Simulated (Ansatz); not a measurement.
Take K2Te in the anti-fluorite structure (space group Fm-3m, No. 225) as the base.

```xyz
3
Lattice="0.0000 4.0455 4.0455 4.0455 0.0000 4.0455 4.0455 4.0455 0.0000" Properties=species:S:1:pos:R:3 pbc="T T T"
K      2.0227     2.0227     2.0227
K      6.0682     6.0682     6.0682
Te     0.0000     0.0000     0.0000
```

Cartesian axes are those of the cell as printed.

The values are results of PBEsol in Ansatz (plane waves to 420 eV, PAW, spin-orbit coupling left out), not measurements.

Modification: biaxial strain −1.25 %, plane normal [111], relaxed out of plane (Cartesian); in-plane vectors clamped, the third vector and the atoms free.

Problem. Predict the new in-plane stress.

Solution. The mean in-plane stress (compression positive) amounts to +0.3 GPa.

Problem. Estimate the effect on the energy relative to the base.

Solution. The energy increases by 1.1 meV/atom.

Problem. How does this affect the ratio −ε⊥/ε∥?

Solution. The ratio −ε⊥/ε∥ amounts to 0.86.

Stability against distortions was not tested.

Ansatz is a first-principles code.
